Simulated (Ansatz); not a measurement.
CsCl-type AgCd was calculated with PBEsol in Ansatz (plane waves, PAW).

Settings: plane-wave cutoff 520 eV, 16×16×16 k mesh, Fermi–Dirac smearing 0.05 eV, no spin polarisation, scalar-relativistic PAW data made under PBE.

Cell (relaxed at this level):

```cif
data_AgCd
_chemical_formula_sum 'Cd1 Ag1'
_space_group_name_H-M_alt 'Pm-3m'
_space_group_IT_number 221
_space_group_name_Hall '-P 4 2 3'
_cell_length_a 3.30809
_cell_length_b 3.30809
_cell_length_c 3.30809
_cell_angle_alpha 90.000
_cell_angle_beta 90.000
_cell_angle_gamma 90.000
loop_
_atom_site_label
_atom_site_type_symbol
_atom_site_symmetry_multiplicity
_atom_site_Wyckoff_symbol
_atom_site_fract_x
_atom_site_fract_y
_atom_site_fract_z
_atom_site_occupancy
Cd1 Cd 1 b 0.50000 0.50000 0.50000 1
Ag1 Ag 1 a 0.00000 0.00000 0.00000 1
```

Give the computed bulk modulus B0.


* **bulk modulus B0**: 96.9 GPa

The run finds no gap.

Note: the bulk modulus is −V dP/dV from two relaxed cells at ±2 % in volume.

Static lattice: no zero-point or thermal effects.

Computing time: very roughly 50 core-seconds.

Ansatz is a first-principles code.
